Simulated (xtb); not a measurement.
xtb 6.7.1, GFN2-xTB: Cc1ccc2c(c1)C(C)(C)c1cc(-c3sc(-c4ccc[se]4)cc3F)ccc1-2, 46 atoms. The geometry is a generated start, not checked to be a minimum at this level.

```yaml
method: GFN2-xTB
"--acc": 1 (default)
"--etemp (K)": 300 (default)
detailed input (--input): "none: ANC optimiser, Lindh (1995) Hessian, microcycle=20, maxdispl=1.0, hlow=0.01 (default)"
basis_functions: 139
valence_electrons: 134
```

The structure is relaxed from this start with --opt LEVEL for the levels crude, sloppy, loose, lax, normal, tight, vtight, extreme, once each. Up to the end of the extreme run atoms move by at most 0.47 Å along an axis.

Task: What is the loosest level that ends within 1 meV of the extreme run, and how many cycles does it take?

Result: loose: 15 cycles against 41, ending 0.55 meV above.

```json
[
 {"level": "crude", "cycles": "7", "energy above the extreme run (meV)": "32", "gradient norm (eV/Å)": "0.49"},
 {"level": "sloppy", "cycles": "13", "energy above the extreme run (meV)": "1.3", "gradient norm (eV/Å)": "0.21"},
 {"level": "loose", "cycles": "15", "energy above the extreme run (meV)": "0.55", "gradient norm (eV/Å)": "0.080"},
 {"level": "lax", "cycles": "16", "energy above the extreme run (meV)": "0.40", "gradient norm (eV/Å)": "0.040"},
 {"level": "normal", "cycles": "18", "energy above the extreme run (meV)": "0.20", "gradient norm (eV/Å)": "0.050"},
 {"level": "tight", "cycles": "21", "energy above the extreme run (meV)": "0.11", "gradient norm (eV/Å)": "0.014"},
 {"level": "vtight", "cycles": "38", "energy above the extreme run (meV)": "under 0.01", "gradient norm (eV/Å)": "0.0019"},
 {"level": "extreme", "cycles": "41", "energy above the extreme run (meV)": "—", "gradient norm (eV/Å)": "0.00097"}
]
```
